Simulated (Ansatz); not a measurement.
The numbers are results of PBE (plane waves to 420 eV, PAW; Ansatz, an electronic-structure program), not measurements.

Host crystal: zinc-blende GaAs, with a band gap (PBE, scalar-relativistic without spin-orbit coupling).

Plane-averaged electrostatic potential energy along the normal, in eV from the Fermi level, for Li on the 1x1 (110) surface of zinc-blende GaAs (cut with top plane As + Ga), one in a 1x1 cell, started at the site 'bridge As-Ga (span 5.0 Å)':

(z (Å), V (eV)): (5.16, 4.49); (5.44, 4.49); (5.73, 4.49); (6.02, 4.49); (6.30, 4.49); (6.59, 4.48); (6.88, 4.47); (7.16, 4.45); (7.45, 4.40); (7.73, 4.30); (8.02, 4.06); (8.31, 3.55); (8.59, 2.33); (8.88, 0.84); (9.17, 0.14); (9.45, -0.90); (9.74, -2.30); (10.03, -2.98); (10.31, -2.21); (10.60, -1.53); (10.89, -2.21); (11.17, -3.28); (11.46, -3.37); (11.74, -3.03); (12.03, -2.81); (12.32, -1.87); (12.60, -0.12); (12.89, -0.36); (13.18, -2.11); (13.46, -2.75); (13.75, -2.81); (14.04, -2.91); (14.32, -2.26); (14.61, -0.41); (14.90, -0.07); (15.18, -1.93); (15.47, -2.91); (15.76, -2.87); (16.04, -2.81); (16.33, -2.43); (16.61, -0.86); (16.90, -0.02); (17.19, -1.71); (17.47, -3.60); (17.76, -4.20); (18.05, -4.60); (18.33, -4.71); (18.62, -3.17); (18.91, -0.27); (19.19, 1.82); (19.48, 2.73); (19.77, 3.20); (20.05, 3.43); (20.34, 3.55); (20.62, 3.61); (20.91, 3.64); (21.20, 3.66); (21.48, 3.67); (21.77, 3.67); (22.06, 3.67); (22.34, 3.67); (22.63, 3.67); (22.92, 3.67)

Set-up: 11 atoms, 8.6 Å thick at the start under the adsorbate (thin: gaps and levels are the slab's own); mesh 6x4x1; 0.01 eV smearing; dipole correction on; 4 atoms held, the rest relaxed; no symmetry held; spin-polarised, ending with about 0.8 μB a cell, a value that depends on the mesh; orders that need a larger cell were not tried, no spin-orbit, no U, no dispersion correction. The slab shows no gap over 0.04 eV on its mesh. At the end it is bonded to As + 2 Ga. In PBE this state lies 0.08 eV over the lowest of the starts that converged ('top Ga').

**Question.** The surface cell has an area of 23.34 Å². What dipole along the normal does the step between the two vacuum levels imply?

**Answer.** the top vacuum level lies 0.82 eV below the bottom one; p = −ε₀ A ΔV (ε₀ = 0.005526 e/(V·Å)) gives 0.11 e·Å a cell.
